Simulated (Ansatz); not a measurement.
**Thermal expansion of Sr$_{3}$SnO (anti-perovskite, Pm-3m)**

Method: quasi-harmonic lattice dynamics, PBEsol in Ansatz (an electronic-structure program); phonon mesh 3×3×3, k mesh 9×9×9. The cell is a database entry relaxed within its symmetry; it need not be the phase found at ambient conditions. The run noted for some of its cells that some bands missed the eigensolver's tolerance. At this level the gap is small or closed, and a narrow smearing was used. Spin-orbit coupling is not included.

```
T (K)  α_L (10⁻⁶/K)  C_P (J/mol/K)  bulk modulus B_T (GPa)     γ
-----  ------------  -------------  ----------------------  ----
50              7.0           53.5                    47.7  1.51
100            12.1           90.4                    47.2  1.52
150            14.5          106.4                    46.6  1.55
200            15.9          114.5                    45.9  1.56
250            16.8          119.1                    45.2  1.58
300            17.5          122.1                    44.5  1.59
350            18.1          124.3                    43.7  1.60
400            18.7          126.0                    42.9  1.61
450            19.2          127.4                    42.1  1.62
500            19.8          128.8                    41.3  1.63
550            20.4          130.0                    40.5  1.65
600            21.0          131.3                    39.6  1.66
650            21.6          132.5                    38.7  1.67
700            22.3          133.8                    37.7  1.69
750            23.1          135.2                    36.8  1.70
800            23.9          136.6                    35.8  1.72
```

The conventional lattice constants at 300 K comes out as a = 5.120 Å. The entropy at 300 K is 200.3 J/(mol K), the adiabatic bulk modulus at 300 K is 45.6 GPa and the bulk modulus without vibrations is 48.8 GPa. The zero-point volume expansion is 0.52 %.

Values include zero-point motion; explicit anharmonicity at fixed volume is left out.

No phase change or melting is allowed for: the numbers belong to this structure as given.

The PAW data sets were generated under PBE and serve the other functionals too.
